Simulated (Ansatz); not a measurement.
Start from MgS in the rock salt structure (space group Fm-3m, No. 225; a = 5.182 Å).

Modification: the cell is scaled by 0.9931 in all directions, atoms relaxed at fixed cell.

Levels (all Ansatz, an electronic-structure program, PAW): PBEsol (420 eV, no SOC); r2SCAN (500 eV, no spin-orbit coupling); HSE06 (420 eV, no spin-orbit coupling).

One geometry, relaxed with PBEsol, under each level:

Notes on the quantities. hole mass: degenerate bands, along [100].

| level | band gap | lowest conduction level above the VBM at special points | electron mass | hole mass | pressure |
|---|---|---|---|---|---|
| PBEsol | 2.77 eV | X 2.77 eV; U 3.85 eV; K 3.85 eV; Γ 3.86 eV | 0.55 mₑ along k, 0.30 mₑ across (at X) | 0.25, 0.90, 0.90 mₑ (at Γ) | 1.69 GPa |
| r2SCAN | 3.53 eV | X 3.53 eV; U 4.60 eV; K 4.60 eV; Γ 4.92 eV | 0.53 mₑ along k, 0.30 mₑ across (at X) | 0.28, 0.91, 0.91 mₑ (at Γ) | 2.80 GPa |
| HSE06 | (withheld) | (withheld) | – | – | – |

### Question
Give the withheld HSE06 results.

### Answer

- HSE06, band gap: 3.88 eV
- HSE06, lowest conduction level above the VBM at special points: X 3.88 eV; U 5.00 eV; K 5.00 eV; Γ 5.11 eV

Single points use the geometry relaxed with PBEsol. Their cutoffs differ, which shifts pressures a little. The hybrid gap comes from the SCF mesh plus the semilocal run's edge points and a few special points and is an upper bound. The cells carry an imposed strain or load. Effective masses come from finite differences of ±0.01 Å⁻¹. Along k means along the line from Γ to the band edge. Stability against distortions was not tested. The base started in P3_121 and relaxed to Fm-3m at this level.
